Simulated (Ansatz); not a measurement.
System: B20 (FeSi-type) FeGe. Method: rVV10 (PAW; Ansatz, a quantum-chemistry and plane-wave program).

Numerical settings: plane-wave cutoff 500 eV, 8×8×8 k mesh, Fermi–Dirac smearing 0.05 eV, spin-polarised with parallel moments, scalar-relativistic PAW data made under PBE.

Computed at the level's own relaxed cell.

Q: What does this level give for the equilibrium volume per atom, equilibrium lattice constant a and magnetic moment (largest site, within a sphere)?

A: 
equilibrium volume per atom: 12.95 Å³/atom
equilibrium lattice constant a: 4.697 Å
magnetic moment (largest site, within a sphere): 1.14 μB

Measured, for comparison: equilibrium volume per atom 12.97 Å³/atom (295 K, no zero-point or thermal correction; as tabulated in Wilhelm et al. (2007), arXiv:cond-mat/0703031); lattice constant a 4.699 Å (295 K, no zero-point or thermal correction, our sources range from 4.689 to 4.699; as tabulated in Wilhelm et al. (2007), arXiv:cond-mat/0703031). Computed (rounded) less measured: equilibrium volume per atom -0.2 %, lattice constant a 0.0 % (inside the range of the sources held).

Note: the collinear magnetic order is the start's and need not be the measured one.

Moments are spin moments.

Static lattice: no zero-point or thermal effects.
